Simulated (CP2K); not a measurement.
Band structure of Te2Mo (P-6m2, 3 atoms in the cell).

```
CELL_PARAMETERS angstrom
      3.51715     0.00000     0.00000
     -1.75858     3.04594     0.00000
      0.00000     0.00000    17.31202
ATOMIC_POSITIONS crystal
  Te 0.33333 0.66667 0.89786
  Te 0.33333 0.66667 0.10214
  Mo 0.00000 0.00000 0.00000
```

Level of theory: CP2K 2026.2 with LDA (Pade form), GPW, DZVP-MOLOPT-SR-GTH basis, GTH-PADE potentials (GTH_POTENTIALS).

Settings: CUTOFF = 500 Ry; REL_CUTOFF = 60 Ry; KPOINTS/SCHEME = MONKHORST-PACK 6 6 1; GAMMA_CENTERED = T; XC_FUNCTIONAL = PADE; Te/BASIS_SET = DZVP-MOLOPT-SR-GTH-q6; Te/POTENTIAL = GTH-PADE-q6; Mo/BASIS_SET = DZVP-MOLOPT-SR-GTH-q14; Mo/POTENTIAL = GTH-PADE-q14; METHOD = GPW; EPS_DEFAULT = 1e-10; EXTRAPOLATION = USE_GUESS; NGRIDS = 5; SCF_GUESS = ATOMIC.

The starting cell comes from a database of computed structures (which also holds hypothetical and non-ambient phases and stackings), without a prior relaxation at this level. Its lattice was rescaled by a random factor within 2.5 % of one. Spin-orbit coupling is off. Values carry the incompleteness of an atom-centred basis.

**Question.** Predict the gap along the standard path and the places of the band edges.

**Answer.** The gap along the path is 1.11 eV, direct at K to within 0.01 eV.

Levels in eV from the top of the valence band on the SCF mesh, bands 10 to 14:
```json
[
 {"point": "Γ", "10": "-1.73", "11": "-0.97", "12": "-0.97", "13": "-0.39", "14": "3.20"},
 {"point": "M", "10": "-2.44", "11": "-1.61", "12": "-0.75", "13": "-0.38", "14": "1.49"},
 {"point": "K", "10": "-3.05", "11": "-3.00", "12": "-1.72", "13": "0.00", "14": "1.11"},
 {"point": "A", "10": "-1.73", "11": "-0.97", "12": "-0.97", "13": "-0.39", "14": "3.20"},
 {"point": "L", "10": "-2.44", "11": "-1.61", "12": "-0.75", "13": "-0.38", "14": "1.49"},
 {"point": "H", "10": "-3.05", "11": "-3.00", "12": "-1.72", "13": "0.00", "14": "1.11"}
]
```

Higher empty bands are left out: an atom-centred basis made for the valence describes them poorly.
